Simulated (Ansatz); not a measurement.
The starting structures come from a database of crystals and need not be the phases stable at ambient conditions.

 Where the default PAW files enter, the runs use the earlier of Ansatz's two default sets.

Input:

```xyz
4
Lattice="4.6112 0.0000 0.0000 -2.3056 7.6237 0.0000 2.3056 0.6973 3.9321" Properties=species:S:1:pos:R:3 pbc="T T T"
Mg     0.0000     4.1787     1.9628
Cd     2.3056     7.6125     0.0020
Te     2.3056     4.8161     0.4979
Te     4.6112     1.4174     2.4525
```

Space group of this cell: R3m. The cell is taken as given; by PBEsol its mean pressure is -0.9 GPa.

Level of theory: PBEsol (plane waves, PAW; Ansatz, an electronic-structure program).

The current runs along the normal of the first two printed vectors; no spin-orbit coupling. Scaled by the factor s: both lengths across the current (ions clamped). Meshes 8×8×8 and 8×4 across the current in all rows.

```tsv
s	mean pressure (GPa)	band gap (eV)
0.98	0.7	?
1.00	-0.9	1.20
1.02	-2.1	1.05
```

Take the slope of the band gap against ln s from the two given rows, extrapolate to s = 0.98, and say what the run there gives.

Slope = (1.05 − 1.20) / ln 1.02 = -7.57 eV. The line gives 1.20 + (-7.57) × ln 0.98 = 1.35 eV. The run gives 1.30 eV, 0.05 eV under the line, 35 % of the predicted step.
